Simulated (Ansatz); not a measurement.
NbP in the CsCl type structure (space group Pm-3m, No. 221; a hypothetical phase, not in the database extracts checked)

```
CELL_PARAMETERS angstrom
      3.10991     0.00000     0.00000
      0.00000     3.10991     0.00000
      0.00000     0.00000     3.10991
ATOMIC_POSITIONS crystal
  Nb 0.00000 0.00000 0.00000
  P  0.50000 0.50000 0.50000
```

All numbers come from Ansatz (a first-principles code), PBE, PAW, cutoff 420 eV, no spin-orbit coupling. Γ-centred 15×15×15 mesh, Fermi–Dirac width 0.05 eV.

```json
{
 "volume_per_atom": "15.04 Å³",
 "density": "6.84 g/cm³",
 "band_gap": "zero",
 "total_energy": "-2654.661 eV/atom (σ→0; compares only within this code and set-up)"
}
```

Stability against distortions was not tested. The final runs are not spin-polarised.
